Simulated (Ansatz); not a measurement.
The structure below was relaxed with PBEsol (Ansatz, a first-principles code; PAW; 420 eV plane waves; no spin-orbit coupling).

```xyz
8
Lattice="6.4277 0.0000 0.0000 0.0000 6.4277 0.0000 0.0000 0.0000 6.4277" Properties=species:S:1:pos:R:3 pbc="T T T"
Te     0.0000     0.0000     0.0000
Sb     3.2138     0.0000     3.2138
Sb     0.0000     3.2138     3.2138
Sb     3.2138     3.2138     0.0000
Hg     1.6243     1.6243     1.6243
Hg     4.8034     1.6243     4.8034
Hg     1.6243     4.8034     4.8034
Hg     4.8034     4.8034     1.6243
```

Find the space group and the Wyckoff positions.

Space group P-43m (No. 215); a = b = c = 6.4277 Å, α = β = γ = 90.00°

```tsv
atom	site	symmetry	x	y	z
Te	1a	-43m	0.0000	0.0000	0.0000
Sb	3c	-42.m	0.0000	0.5000	0.5000
Hg	4e	.3m	0.2527	0.2527	0.2527
```

These are small ordered cells, not random alloys; other orderings at the same x differ. Stability against distortions was not tested. The final runs are not spin-polarised. An odd electron count without spin: Hg4Sb3Te. The cell was made from HgTe by this change: x(Sb) = 0.75, 8 atoms, P-43m.
